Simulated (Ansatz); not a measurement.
**YF₃ (space group Pnma, No. 62)**

```
YF3
1.0
    6.33039     0.00000     0.00000
    0.00000     6.83929     0.00000
    0.00000     0.00000     4.36949
Y F
4 12
Direct
  0.63092   0.75000   0.93865
  0.36908   0.25000   0.06135
  0.86908   0.25000   0.43865
  0.13092   0.75000   0.56135
  0.16507   0.43686   0.37802
  0.83493   0.56314   0.62198
  0.33493   0.56314   0.87802
  0.66507   0.43686   0.12198
  0.66507   0.06314   0.12198
  0.33493   0.93686   0.87802
  0.83493   0.93686   0.62198
  0.16507   0.06314   0.37802
  0.52307   0.25000   0.58944
  0.47693   0.75000   0.41056
  0.97693   0.75000   0.08944
  0.02307   0.25000   0.91056
```

Method: PBEsol in Ansatz (plane waves to 420 eV, PAW, no SOC). k-mesh 4×4×6 (Γ-centred); smearing 0.05 eV (Fermi–Dirac).

```yaml
volume_per_atom: 11.82 Å³
density: 5.12 g/cm³
band_gap: "7.89 eV (uncertain: the edges found on the path are not clean extrema)"
total_energy: -1551.159 eV/atom (σ→0; compares only within this code and set-up)
```

Whether these cells are dynamically stable was not tested.

Ansatz is a quantum-chemistry and plane-wave program.
